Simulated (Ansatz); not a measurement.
What Be → Ba does to BeTe

Consider BeTe in the zinc blende structure (space group F-43m, No. 216; a = 5.6570 Å).

One thing is altered: full substitution Be → Ba; the structure is relaxed again.

All numbers come from r2SCAN, PAW, 500 eV (Ansatz, a first-principles code; no SOC). Settings: 7×7×7 k-points, 0.05 eV Fermi–Dirac smearing, for the changed cell.

| quantity | base | changed | shift |
|---|---|---|---|
| volume per atom | 22.63 Å³ | 59.88 Å³ | +37.25 Å³ |
| density | 5.01 g/cm³ | 3.67 g/cm³ | -1.34 g/cm³ |
| lattice parameter a | 565.7 pm | 782.5 pm | +216.8 pm |
| band gap | 2.38 eV | 2.94 eV | +0.566 eV |
| gap character | indirect, Γ → X | indirect, W → Γ | – |
| smallest direct gap | 4.04 eV | 3.20 eV | -0.84 eV |
| width of the top valence band | 3.23 eV | 0.43 eV | -2.806 eV |
| electron mass | 2.1 mₑ along k, 0.25 mₑ across (at X) | 0.34 mₑ (at Γ) | – |

Final structure:

```xyz
2
Lattice="0.0000 3.9123 3.9123 3.9123 0.0000 3.9123 3.9123 3.9123 0.0000" Properties=species:S:1:pos:R:3 pbc="T T T"
Te     1.9562     1.9562     1.9562
Ba     0.0000     0.0000     0.0000
```

Cost of the whole job for the changed cell (relaxation, final SCF and bands): about 3 core-minutes (a rough figure).

Spin-orbit coupling, missing from the scalar runs, can matter with Te. Effective masses come from finite differences of ±0.01 Å⁻¹. Along k means along the line from Γ to the band edge. Stability against distortions was not tested. As relaxed here, BaTe is a hypothetical phase, not in the database extracts checked.
